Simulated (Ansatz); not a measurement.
Ca (fcc (Cu type), Fm-3m), the quasi-harmonic free energy with DFT at the PBEsol level (Ansatz, a quantum-chemistry and plane-wave program). The run noted for some of its cells that some bands missed the eigensolver's tolerance.

```csv
T (K),α_L (10⁻⁶/K),C_P (J/mol/K),bulk modulus B_T (GPa),γ
50,…,11.6,17.6,0.95
150,18.8,…,17.2,1.04
200,20.0,24.6,17.0,1.05
250,20.8,25.3,16.8,1.05
500,23.6,27.1,15.8,1.09
600,24.6,27.6,15.4,1.10
650,25.2,27.9,15.2,1.11
800,26.8,28.8,14.5,1.12
```

Question: Some entries are withheld; supply them.

Answer: 
- 50, α_L (10⁻⁶/K): 8.5
- 150, C_P (J/mol/K): 23.3

Whether this phase is the stable one at each condition was not tested.
